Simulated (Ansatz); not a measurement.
A self-consistent single point of LaAl3Cu (P1, 5 atoms in the cell) with Ansatz (a program for electronic structure).

Method: LDA (PW92), PAW files made with PBE (plane waves; Ansatz).

The change in words: atoms moved at random. Reference geometry:
```yaml
crystal:
  lattice:
    - [-2.08921, 2.08921, 5.20777]
    - [2.08921, -2.08921, 5.20777]
    - [2.08921, 2.08921, -5.20777]
  atoms:
    - { symbol: La, position: [0.99719, 0.99719, 0.00000] }
    - { symbol: Al, position: [0.40289, 0.40289, 0.00000] }
    - { symbol: Al, position: [0.24655, 0.74655, 0.50000] }
    - { symbol: Al, position: [0.74655, 0.24655, 0.50000] }
    - { symbol: Cu, position: [0.63082, 0.63082, 0.00000] }
```

Reference input (self-consistent single point, DFT, LDA (PW92), plane waves, PAW files made with PBE): kpoints.mp_grid.grid = 8 8 8; hamiltonian.xc = lda; hamiltonian.pseudopotentials = {kind: paw} (an earlier, softer set of the program's PAW files); scf.occupations.method = fermi_dirac; scf.occupations.width = 0.0073 Ry. This run's input differs from it in these lines:

Ansatz 0.2 input:
```diff
@@ -7,7 +7,7 @@
   atoms:
-    - { symbol: La, position: [0.997190, 0.997190, 0.000000] }
-    - { symbol: Al, position: [0.402890, 0.402890, 0.000000] }
-    - { symbol: Al, position: [0.246550, 0.746550, 0.500000] }
-    - { symbol: Al, position: [0.746550, 0.246550, 0.500000] }
-    - { symbol: Cu, position: [0.630820, 0.630820, 0.000000] }
+    - { symbol: La, position: [0.990434, 0.998225, -0.003609] }
+    - { symbol: Al, position: [0.414442, 0.404086, 0.010362] }
+    - { symbol: Al, position: [0.239295, 0.748063, 0.494254] }
+    - { symbol: Al, position: [0.739879, 0.249358, 0.501381] }
+    - { symbol: Cu, position: [0.639950, 0.624268, -0.002388] }
 kpoints:
```

The program printed (abridged):

```
SCF iter   1: F=—  HF=-14195.265015 eV  |F-HF|=—  |Δ(HF+E_count)|=         —  Δρ=9.81e-1  dr2=8.87e2  ethr=3.10e-3  ⟨swp⟩=6.3  Hψ=63004  notcnv=0
all-band conjugate gradients solve this SCF's bands
automatic band count: the SCF goes on with 30 bands, as 25 were too few: the levels above may hold too much charge
preconditioner: auto → Kerker (q_TF=auto, 2.369 Å⁻¹)
SCF iter   2: F=—  HF=-14174.504064 eV  |F-HF|=—  |Δ(HF+E_count)|=    2.08e1  Δρ=8.61e-2  dr2=9.93e0  ethr=3.10e-3  ⟨swp⟩=4.0  Hψ=25499  notcnv=0
   [... lines left out ...]
SCF iter  10: F=—  HF=-14173.021803 eV  |F-HF|=—  |Δ(HF+E_count)|=   2.20e-4  Δρ=5.99e-4  dr2=3.86e-4  ethr=3.84e-6  ⟨swp⟩=1.0  Hψ=7815  notcnv=0
SCF iter  11: F=—  HF=-14173.021731 eV  |F-HF|=—  |Δ(HF+E_count)|=   7.15e-5  Δρ=1.44e-4  dr2=2.16e-5  ethr=9.89e-7  ⟨swp⟩=2.6  Hψ=11192  notcnv=0
SCF iter  12: F=—  HF=-14173.021725 eV  |F-HF|=—  |Δ(HF+E_count)|=   6.40e-6  Δρ=2.34e-5  dr2=6.87e-7  ethr=5.55e-8  ⟨swp⟩=2.6  Hψ=11717  notcnv=0
SCF iter  13: F=-14173.021724 eV  HF=-14173.021725 eV  |F-HF|=9.76e-8  |Δ(HF+E_count)|=   1.98e-7  Δρ=1.17e-5  dr2=9.15e-8  ethr=2.56e-10  ⟨swp⟩=5.5  Hψ=40005  notcnv=0
SCF 1 converged in 13 iterations: F = -14173.021724 eV  dr2 = 9.15e-8
Free energy (F): -14173.021724 eV
Internal energy: -14172.978774 eV  (E = F + TS)
E sigma→0 (E₀):  -14173.000249 eV
Entropy (-TS):   -0.042950 eV (-8.590 meV/atom)
Fermi energy:    10.382473 eV
--- Forces (eV/Å), atoms counted from 1 ---
  atom   1  La    -0.07040233     0.30046730     0.02291388
  atom   2  Al     0.04104226    -0.40775914     0.12476741
  atom   3  Al     0.00771160     0.34384517     0.00758073
  atom   4  Al    -0.40273536     0.14262295     0.17615218
  atom   5  Cu     0.42440055    -0.37918838    -0.33144334
--- Stress (GPa, compression-positive) ---
        3.494653       0.026387      -0.623336
        0.026387       3.148586       0.503270
       -0.623336       0.503270       2.156413
  P = ⅓ Tr σ = 2.9332 GPa (29.332 kbar)
  The stress holds the Pulay correction. Without it, at fixed plane waves, as pw.x and ABINIT print it: P = 2.9042 GPa
```

The run converged in 13 iterations. Against the reference run the free energy rises by 8.2 meV/atom, the pressure goes from 2.66 to 2.93 GPa and the largest force goes from 0.182 to 0.659 eV/Å.

The starting cell comes from a database of computed structures (which also holds hypothetical and non-ambient phases and stackings), without a prior relaxation at this level. Its lattice was rescaled by a random factor within 2.5 % of one. For this run, on top of that: atoms moved at random. Spin polarisation is off. Ansatz's pressure includes its estimate of the finite-basis (Pulay) stress.

Cost on one core of a shared machine: roughly 3 min.
